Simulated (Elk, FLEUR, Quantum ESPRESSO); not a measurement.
## NaGdSe2 (R-3m, 4 atoms in the cell) computed with different codes at matched settings

Self-consistent single point.

```
NaGdSe2
1.0
    2.08535     1.20398     6.91235
   -2.08535     1.20398     6.91235
    0.00000    -2.40796     6.91235
Na Gd Se
1 1 2
Direct
  0.50000   0.50000   0.50000
  0.00000   0.00000   0.00000
  0.74453   0.74453   0.74453
  0.25547   0.25547   0.25547
```
Moments meant for the start (each program seeds them in its own way; μB, in the order of the atoms Na Gd Se Se): 0.0 7.0 0.0 0.0.

All programs got the same cell, k-point mesh and kind of occupations, and the same starting moments (in Quantum ESPRESSO's words: occupations = smearing; smearing = fermi-dirac; degauss = 0.00147 Ry; nspin = 2; K_POINTS = automatic 5 5 5 0 0 0); potentials, basis and cutoffs are each program's usual ones.

```json
[
 {"code": "Quantum ESPRESSO", "model": "PBEsol, SSSP 1.1.2 efficiency (PBE) pseudopotentials", "largest force (eV/Å)": "0.184", "gap on the mesh (eV)": "1.351", "size of the net moment (μB/atom)": "1.75", "cutoff": "50 Ry"},
 {"code": "FLEUR", "model": "PBEsol, all-electron FLAPW (FLEUR), scalar-relativistic valence", "largest force (eV/Å)": "0.145", "gap on the mesh (eV)": "1.222", "size of the net moment (μB/atom)": "1.75", "cutoff": "Kmax 3.9 1/bohr"},
 {"code": "Elk", "model": "PBEsol, all-electron FP-LAPW, Elk's shipped species files, APW+lo basis with extra local orbitals", "largest force (eV/Å)": "–", "gap on the mesh (eV)": "0.970", "size of the net moment (μB/atom)": "1.75", "cutoff": "rgkmax 8"}
]
```

A dash marks a value that a program does not give, or that is left out as unsure.

Gaps are read on the mesh.

The spread over the programs that give each value: largest force within 0.039 eV/Å; gap on the mesh within 0.381 eV; size of the net moment within 0.00 μB/atom.

The starting cell comes from a database of computed structures (which also holds hypothetical and non-ambient phases and stackings), without a prior relaxation at this level. On Quantum ESPRESSO's run: Spin-orbit coupling is off. With one magnetic atom in the cell only a parallel order is possible. With U or open f shells several self-consistent states can exist. The f electrons are in the valence without U or exact exchange, which can misplace them near the Fermi level. Spin-orbit terms, which matter for f shells, are left out.

### Question
Why do the programs differ, and what cannot be compared?

### Answer
Differences of this kind can come from the potentials, where these differ, and from what each basis and cutoff leave unconverged. The valence holds different numbers of electrons (Quantum ESPRESSO 39, FLEUR 59). The zero of total energies and Fermi levels follows the potentials and each program's conventions, so they are not compared here. FLEUR and Elk treat all electrons, but the usual bases taken here (sphere radii, linearisation, local orbitals, empty states) were not tested for convergence, so the values are no reference for the others. Site moments depend on each program's spheres or projections; the total moment of the cell does not.

Left out of this page: Ansatz (with a known weakness of the program).
